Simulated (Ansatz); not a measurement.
Cubic perovskite BaHfO3

Method: rVV10 (PAW; Ansatz, a quantum-chemistry and plane-wave program).

Numerical settings: plane-wave cutoff 520 eV, 8×8×8 k mesh, Fermi–Dirac smearing 0.01 eV, scalar-relativistic PAW data made under PBE.

Cell: relaxed at this level.

```json
{
 "equilibrium_volume_per_atom": "15.00 Å³/atom",
 "bulk modulus B0": "159 GPa",
 "lattice_parameter_a": "4.217 Å",
 "band_gap": "3.61 eV",
 "smallest_direct_gap_on_the_k_points_sampled": "3.75 eV",
 "pressure derivative B′ of the bulk modulus": "4.4"
}
```

Measured, for comparison: equilibrium volume per atom 14.51 Å³/atom (room temperature, not corrected to a static lattice; as tabulated in Zhao et al. (2008), arXiv:0809.3506); lattice constant a 4.171 Å (room temperature, not corrected to a static lattice, our sources range from 4.171 to 4.180; as tabulated in Zhao et al. (2008), arXiv:0809.3506). Computed (rounded) less measured: equilibrium volume per atom +3.4 %, lattice constant a +1.1 % (+0.9 % to +1.1 % over the range).

Spin–orbit coupling is not included.

Computed values are for the static lattice.
